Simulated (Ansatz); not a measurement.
The starting structures come from a database of crystals and need not be the phases stable at ambient conditions.

Inside the gap of an insulator the Bloch states are evanescent, with a wavenumber k + iκ along the transport direction.

Here is the system:

```xyz
7
Lattice="6.3595 0.0000 0.0000 2.1198 12.1310 0.0000 3.1797 0.0000 1.8358" Properties=species:S:1:pos:R:3 pbc="T T T"
Mg     0.0000     0.0000     0.0000
Al     6.3595     8.6032     0.0000
Al     2.1198     3.5278     0.0000
S      6.3595     4.4985     0.0000
S      2.1198     7.6325     0.0000
S      6.3595    10.7613     0.0000
S      2.1198     1.3697     0.0000
```

Space group of this cell: R-3m. The cell was relaxed by PBE-D3(BJ); by r2SCAN its mean pressure is 1.0 GPa.

Transport runs along the normal of the first two printed cell vectors, the (110) plane of the conventional cell.

No gap correction and no spin-orbit coupling; mid-gap values are interpolated between computed energies.

**Question.** State the band gap and the smallest decay constant κ at mid-gap according to Ansatz (a quantum-chemistry and plane-wave program) with r2SCAN.

**Answer.** Gap 2.50 eV on a 16×16×16 mesh; κ = 0.233 1/Å, at (0.000, 0.500) of the in-plane reciprocal vectors. At the zone centre, at the nearest computed energy, the slowest state has κ = 0.23 1/Å.
